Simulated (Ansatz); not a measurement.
**Ge₂Sb₂Te₅ (model structure, P3m1, No. 156, 9 atoms in the cell)**

All values below come from PBEsol (Ansatz, an electronic-structure program, plane waves, PAW).

Numerical settings: plane-wave cutoff 520 eV, 12×12×2 k mesh (along the axes of the cell as run), Fermi–Dirac smearing 0.01 eV, scalar-relativistic PAW data made under PBE.

Cell (relaxed with PBE-D3(BJ)):

```
CELL_PARAMETERS angstrom
      4.24565     0.00000     0.00000
     -2.12283     3.67684     0.00000
      0.00000     0.00000    17.31708
ATOMIC_POSITIONS crystal
  Te 0.00000 0.00000 0.99676
  Sb 0.33333 0.66667 0.09788
  Te 0.66667 0.33333 0.20849
  Sb 0.00000 0.00000 0.32617
  Te 0.33333 0.66667 0.42451
  Te 0.66667 0.33333 0.57453
  Ge 0.00000 0.00000 0.65719
  Te 0.33333 0.66667 0.78587
  Ge 0.66667 0.33333 0.86978
```

```yaml
band_gap: 0.22 eV
smallest_direct_gap_on_the_k_points_sampled: 0.34 eV
"Γ–Γ gap": 0.39 eV
```

Note: the relaxation could raise the start's symmetry but not lower it, so the cell can be a saddle point; cell and atoms aren't relaxed at this level (largest force component 0.22 eV/Å, pressure -1.1 GPa).

Spin–orbit coupling is not included; it can close the smallest gap of 0.22 eV.

Computed values are for the static lattice.

The result took very roughly 70 core-seconds.

A model structure was made by putting elements into a prototype or built by hand; it is no filed structure, need not be a known phase, and can be a saddle point held by its symmetry.
